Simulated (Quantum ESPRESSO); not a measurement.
Input and output of a self-consistent single point for SrMg5 (P-62m, 6 atoms in the cell) (Quantum ESPRESSO).

Method: LDA (PW92), PseudoDojo standard norm-conserving (LDA) pseudopotentials (plane waves; Quantum ESPRESSO 7.5).

```xyz
6
Lattice="6.0803 0.0000 0.0000 -3.0402 5.2657 0.0000 0.0000 0.0000 4.9416" Properties=species:S:1:pos:R:3 pbc="T T T"
Sr     0.0000     0.0000     2.4708
Mg     3.0593     0.0000     0.0000
Mg     1.5105     2.6163     0.0000
Mg    -1.5297     2.6495     0.0000
Mg     3.0402     1.7552     2.4708
Mg     0.0000     3.5105     2.4708
```

Reference input (self-consistent single point, DFT, LDA (PZ), plane waves, GBRV 1.5 ultrasoft (LDA) pseudopotentials): ecutwfc = 40 Ry; ecutrho = 200 Ry; occupations = smearing; smearing = methfessel-paxton; degauss = 0.019992 Ry; potentials = {Sr: sr_lda_v1.uspp.F.UPF, Mg: mg_lda_v1.4.uspp.F.UPF}; K_POINTS = automatic 6 6 7 0 0 0; conv_thr = 1e-10 Ry. This run's input differs from it in these lines:

```diff
@@ -13,4 +13,3 @@
  ntyp = 2,
- ecutwfc = 40,
- ecutrho = 200,
+ ecutwfc = 85,
  occupations = 'smearing',
@@ -23,4 +22,4 @@
 ATOMIC_SPECIES
-Sr    87.6200  sr_lda_v1.uspp.F.UPF
-Mg    24.3050  mg_lda_v1.4.uspp.F.UPF
+Sr    87.6200  Sr.upf
+Mg    24.3050  Mg.upf
 ATOMIC_POSITIONS {crystal}
```

Output, abridged:

```
     Self-consistent Calculation

     iteration #  1     ecut=    85.00 Ry     beta= 0.70

     Threshold (ethr) on eigenvalues was too large:
     Diagonalizing with lowered threshold

     total energy              =    -661.35848572 Ry
     estimated scf accuracy    <       0.02123757 Ry

     iteration #  2     ecut=    85.00 Ry     beta= 0.70

     total energy              =    -661.35963983 Ry
     estimated scf accuracy    <       0.00182708 Ry

     iteration #  3     ecut=    85.00 Ry     beta= 0.70

     total energy              =    -661.35979388 Ry
     estimated scf accuracy    <       0.00038920 Ry

   [... 3 blocks of this kind left out ...]

     iteration #  7     ecut=    85.00 Ry     beta= 0.70

     total energy              =    -661.35986775 Ry
     estimated scf accuracy    <          2.7E-09 Ry

     iteration #  8     ecut=    85.00 Ry     beta= 0.70
     End of self-consistent calculation

     the Fermi energy is     5.5160 ev

!    total energy              =    -661.35986775 Ry
     estimated scf accuracy    <          9.1E-11 Ry
     smearing contrib. (-TS)   =       0.00017224 Ry
     internal energy E=F+TS    =    -661.36004000 Ry

     convergence has been achieved in   8 iterations

     Forces acting on atoms (cartesian axes, Ry/au):

     atom    1 type  1   force =     0.00000000   -0.00000000    0.00000000
     atom    2 type  2   force =    -0.00021391    0.00000000    0.00000000
     atom    3 type  2   force =     0.00010696    0.00018525    0.00000000
     atom    4 type  2   force =     0.00010696   -0.00018525    0.00000000
     atom    5 type  2   force =    -0.00000000   -0.00000000   -0.00000000
     atom    6 type  2   force =    -0.00000000   -0.00000000    0.00000000

     Total force =     0.000371     Total SCF correction =     0.000000

          total   stress  (Ry/bohr**3)                   (kbar)     P=       -2.15
  -0.00000996   0.00000000   0.00000000           -1.47        0.00        0.00
   0.00000000  -0.00000996   0.00000000            0.00       -1.47        0.00
   0.00000000   0.00000000  -0.00002401            0.00        0.00       -3.53

   JOB DONE.
```

The run converged in 8 iterations. Against the reference run the pressure hardly changes (-0.26 to -0.22 GPa) and the largest force stays at 0.005 eV/Å.

The starting cell comes from a database of computed structures (which also holds hypothetical and non-ambient phases and stackings), without a prior relaxation at this level. Its lattice was rescaled by a random factor within 2.5 % of one.

Cost on one core of a shared machine: roughly 2 min.
